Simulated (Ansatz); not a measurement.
Spacing of the highest filled and lowest empty level at the zone centre in eight small model glasses of hand-chosen composition and density, fast-quenched (anions pushed apart in CHGNet runs), each at its PBE geometry, by PBE and by HSE06 (Ansatz, a program for electronic structure, plane waves, PAW). The cells are the first eight to finish that balance their formal charges, show no moments and no lower geometry on charging where those were tested, and have a gap at both levels; defect levels can set the spacings, and exact exchange is cut at the cells' faces.

| cell | quench by | pressure (GPa) | levels at the gap | PBE (eV) | experiment, tabulated (eV) |
|---|---|---|---|---|---|
| Si30N41B | CHGNet | -3.2 | localised at the filled edge | 2.32 | - |
| Al28O43Ca | CHGNet | 4.6 | localised at the filled edge | 3.76 | - |
| Hf18O37Ba | CHGNet | 1.7 | spread | 4.09 | - |
| In24O39Ga2 | CHGNet | 0.2 | localised at the filled edge | 0.51 | - |
| In9Ga9Zn9O37Sr | CHGNet | 2.4 | localised at the filled edge | 0.86 | - |
| Al28O44Si | CHGNet | 1.3 | localised at the filled edge | 3.55 | - |
| Hf18O38Sn | CHGNet | -3.6 | localised at the filled edge | 3.35 | - |
| Hf18O37Na2 | CHGNet | 0.6 | localised at the filled edge | 3.83 | - |

Problem. What does HSE06 give, and how does it move these values against PBE?

Solution. Si30N41B 3.68, Al28O43Ca 5.46, Hf18O37Ba 5.65, In24O39Ga2 1.99, In9Ga9Zn9O37Sr 2.40, Al28O44Si 5.26, Hf18O38Sn 4.91, Hf18O37Na2 5.36 eV. It raises them by +1.37 to +1.71 eV, +1.56 eV on average. A straight line through the eight gives HSE06 = 1.04 × PBE +1.45 eV, with a scatter of 0.09 eV.
